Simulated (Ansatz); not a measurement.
We consider AlB2-type TiB₂, described by BLYP (plane waves, PAW; Ansatz, a program for electronic structure).

Run with plane-wave cutoff 520 eV, 24×24×18 k mesh (along the axes of the cell as run), Fermi–Dirac smearing 0.05 eV, no spin polarisation, scalar-relativistic PAW data made under PBE.

A third-order Birch–Murnaghan fit to the energies gives V0 = 8.795 Å³/atom, B0 = 231 GPa, B′ = 4.0.

| V (Å³/atom) | P (GPa) |
|---|---|
| 8.443 | ___ |
| 8.619 | ___ |
| 8.795 | 0.00 |
| 8.971 | ___ |
| 9.147 | ___ |

Estimate the withheld pressures from this fit; the answers are the runs' own values.


- 8.443, P (GPa): 10.25
- 8.619, P (GPa): 4.87
- 8.971, P (GPa): -4.40
- 9.147, P (GPa): -8.39

The formula P = (3/2) B0 (x^(7/3) − x^(5/3)) [1 + (3/4)(B′ − 4)(x^(2/3) − 1)] with x = V0/V meets the computed pressures within 0.02 GPa when these rounded values are put in.

Shape and atoms are relaxed at each volume.

Measured, for comparison: bulk modulus 240 GPa (room temperature, not corrected to a static lattice, our sources range from 233 to 250; as tabulated in Synthesis of Binary Transition Metal Nitrides, Carbides and Borides from the …). Computed (rounded) less measured: bulk modulus -4 % (-0.9 % to -8 % over the range).

Note: the bulk modulus comes from volumes at which shape and atoms were relaxed.

The computed numbers hold no vibrational or temperature effects.
